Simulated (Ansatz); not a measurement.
Start from BN (space group R3m, No. 160; a cell from a computed database, its experimental status unchecked; layered, stacked along the Cartesian z axis).

```
CELL_PARAMETERS angstrom
      1.25012     0.72176     3.25233
     -1.25012     0.72176     3.25233
      0.00000    -1.44351     3.25233
ATOMIC_POSITIONS crystal
  B  0.99970 0.99970 0.99970
  N  0.33274 0.33274 0.33274
```

Cartesian axes are those of the cell as printed.

Calculations: DFT with r2SCAN+rVV10, PAW potentials and a 500 eV plane-wave cutoff in Ansatz (a quantum-chemistry and plane-wave program), no spin-orbit coupling.

The change: every lattice vector is stretched by 2.57 %; the atoms relax in the strained cell.

### Question
Predict the stress tensor and what it implies for the stiffness.

### Answer
Stress of the strained cell less that of the base (GPa, compression positive):
```
 -25.18    0.00    0.00
   0.00  -25.18    0.00
   0.00    0.00   -0.77
```

Then B = −ΔP/(ΔV/V₀) with ΔV/V₀ = 0.0791 gives secant stiffness values (nonlinear terms included at this strain): B (at held cell shape, above the free-shape value) ≈ 215 GPa.

As a check, the harmonic strain energy −½ V₀ Δσ:ε is 36 meV/atom; the computed energy rise is 39 meV/atom.

No phonon test of stability was made.
